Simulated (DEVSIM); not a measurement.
Device: Al/Si3N4/p-In0.53Ga0.47As capacitor, at 500 K.

Layer 1 from the left is Si3N4, thickness (nm) 4.10. Layer 2 from the left is In0.53Ga0.47As, thickness (nm) 4100, Na (cm⁻³) 1.9e16.

Metal gate on the left, work function 4.1 eV. Fixed charge at the semiconductor interface 0 cm⁻² (in units of +e); no interface traps.

Constants are typed, rounded textbook-type inputs, not results; the design itself was drawn at random and stands for no fabricated device. Values at 300 K; Nc and Nv go as T^1.5, mobilities as T to minus their exponent, the gap by Varshni's rule with the affinity fixed.

Si3N4: gap (eV) 5.1, affinity (eV) 2.1, permittivity 7.5. In0.53Ga0.47As: gap (eV) 0.74, affinity (eV) 4.51, permittivity 13.9, Nc (cm⁻³) 2.1e17, Nv (cm⁻³) 7.7e18, Varshni α (eV/K) 0.00035, Varshni β (K) 190.

Simulated with DEVSIM: 1D Poisson equation in equilibrium, Boltzmann statistics, complete ionisation; no quantum confinement or tunnelling. Metal contacts follow the ideal Schottky-Mott rule: no Fermi-level pinning, no interface dipoles.

Question: What does the simulation give for the threshold voltage (band bending 2φF), the flat-band voltage?

Answer: threshold voltage (band bending 2φF) -0.52 V; flat-band voltage -0.80 V.
